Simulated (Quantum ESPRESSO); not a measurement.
Checking a run of Quantum ESPRESSO on B (R-3m, 12 atoms in the cell). The aim is a self-consistent single point with DFT, LDA (PZ), plane waves, GBRV 1.5 ultrasoft (LDA) pseudopotentials.

Cell that was meant: a = 4.9411 Å, b = 4.9411 Å, c = 4.9411 Å, α = 58.12°, β = 58.12°, γ = 58.12°.

Part of the input:

```fortran
  ecutrho = 200,
  occupations = 'smearing',
  smearing = 'fd',
  degauss = 0.2,
/
&ELECTRONS
  conv_thr = 1.0d-8,
```

Output, abridged:

```
     Message from routine setup:
     using ibrav=0 with symmetry is DISCOURAGED, use correct ibrav instead
     G-vector sticks info
   [... lines left out ...]
        k(    8) = (   0.5147055   0.2971653  -0.2516364), wk =   0.1875000
        k(    9) = (   0.0000000   0.0000000   0.4529456), wk =   0.0625000
        k(   10) = (   0.0000000   0.8914960   0.1509819), wk =   0.1875000

     Dense  grid:    26261 G-vectors     FFT dimensions: (  45,  45,  45)

     Smooth grid:    18793 G-vectors     FFT dimensions: (  40,  40,  40)

     Initial potential from superposition of free atoms

     starting charge      35.9971, renormalised to      36.0000
     Self-consistent Calculation

     iteration #  1     ecut=    40.00 Ry     beta= 0.70

     total energy              =     -77.74962249 Ry
     estimated scf accuracy    <       0.71748954 Ry

     iteration #  2     ecut=    40.00 Ry     beta= 0.70

     total energy              =     -77.87874956 Ry
     estimated scf accuracy    <       0.19371236 Ry

     iteration #  3     ecut=    40.00 Ry     beta= 0.70

     total energy              =     -77.92825290 Ry
     estimated scf accuracy    <       0.01956002 Ry

   [... 3 blocks of this kind left out ...]

     iteration #  7     ecut=    40.00 Ry     beta= 0.70

     total energy              =     -77.93576392 Ry
     estimated scf accuracy    <       0.00000012 Ry

     iteration #  8     ecut=    40.00 Ry     beta= 0.70
     End of self-consistent calculation

     the Fermi energy is    11.3613 ev

!    total energy              =     -77.93576400 Ry
     estimated scf accuracy    <          9.1E-09 Ry
     smearing contrib. (-TS)   =      -2.72927156 Ry
     internal energy E=F+TS    =     -75.20649245 Ry

     convergence has been achieved in   8 iterations

     Forces acting on atoms (cartesian axes, Ry/au):

     atom    1 type  1   force =     0.02061905   -0.01190441    0.00300734
     atom    2 type  1   force =    -0.02061905    0.01190441   -0.00300734
     atom    3 type  1   force =     0.00000000    0.02380883    0.00300734
     atom    4 type  1   force =     0.00000000   -0.02380883   -0.00300734
   [... lines left out ...]

     Total force =     0.216480     Total SCF correction =     0.000137

          total   stress  (Ry/bohr**3)                   (kbar)     P=      327.47
   0.00236606  -0.00000000  -0.00000000          348.06       -0.00       -0.00
  -0.00000000   0.00236606  -0.00000000           -0.00      348.06       -0.00
   0.00000000   0.00000000   0.00194621            0.00        0.00      286.30

   JOB DONE.
```

Task: Is this run sound? If not, what is wrong?

Result: The run is not sound. The fault is a smearing width that is far too large. A width of many tenths of an electronvolt moves electrons far across the Fermi level or the gap, and the free energy and its derivatives carry a large smearing term. To fix it, use a width small against the gap or band features. The run converged in 8 iterations without an error; against the sound input the free energy drops by 1.53 eV/atom, the pressure goes from 8.87 to 32.75 GPa, the largest force goes from 0.483 to 2.187 eV/Å and no clean gap remains on the mesh (levels overlap or are partly filled), against 1.55 eV before.

The sound input it was made from differs as follows (other fixes are possible):
```diff
-  degauss = 0.2,
+  degauss = 0.0036749,
```

With that input, the run converged in 9 iterations: free energy E − TS -1042.0599 eV; top of the valence band (on the code's own zero) 9.49 eV; gap on the k-point mesh 1.55 eV; pressure 8.87 GPa; largest force (vector length) 0.483 eV/Å (DFT, LDA (PZ), plane waves, GBRV 1.5 ultrasoft (LDA) pseudopotentials).

On the sound input: the starting cell comes from a database of computed structures (which also holds hypothetical and non-ambient phases and stackings), without a prior relaxation at this level. Its lattice was rescaled by a random factor within 2.5 % of one. With a pressure of about 9 GPa the cell is away from its equilibrium volume at this level. The shifted mesh does not hold Γ, so a gap read on it misses any band edge there.
